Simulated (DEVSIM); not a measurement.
System: Ti/SiO2/p-Si capacitor, at 300 K.

```tsv
layer (left to right)	material	thickness (nm)	Na (cm⁻³)
1	SiO2	3.30	-
2	Si	4300	1.8e16
```

Metal gate on the left, work function 4.33 eV. Fixed charge at the semiconductor interface -1.4e10 cm⁻² (in units of +e); no interface traps.

The device is made up for the run: typed textbook-type constants, with dimensions and the other settings drawn at random. Values at 300 K.

```csv
parameter,SiO2,Si
gap (eV),9,1.124
affinity (eV),0.9,4.05
permittivity,3.9,11.7
Nc (cm⁻³),-,2.86e19
Nv (cm⁻³),-,3.1e19
```

Simulated with DEVSIM: 1D Poisson equation in equilibrium, Boltzmann statistics, complete ionisation; no quantum confinement or tunnelling. Metal contacts follow the ideal Schottky-Mott rule: no Fermi-level pinning, no interface dipoles.

The interface trap density was swept, all else fixed.

```
interface trap density (cm^-2 eV^-1)  threshold voltage (band bending 2φF) (V)  minimum of the low-frequency capacitance (μF/cm²)  flat-band voltage (V)
------------------------------------  ----------------------------------------  -------------------------------------------------  ---------------------
0                                                                         0.15                                             0.0490                  -0.65
1e10                                                                      0.16                                             0.0505                  -0.65
1e11                                                                      0.16                                             0.0636                  -0.65
3e11                                                                      0.18                                             0.0905                  -0.66
1e12                                                                      0.25                                              0.176                  -0.67
2e12                                                                      0.34                                              0.274                  -0.69
```

From the first row to the last the threshold voltage (band bending 2φF) goes from 0.15 to 0.34. From the first row to the last the minimum of the low-frequency capacitance goes from 0.0490 to 0.274.
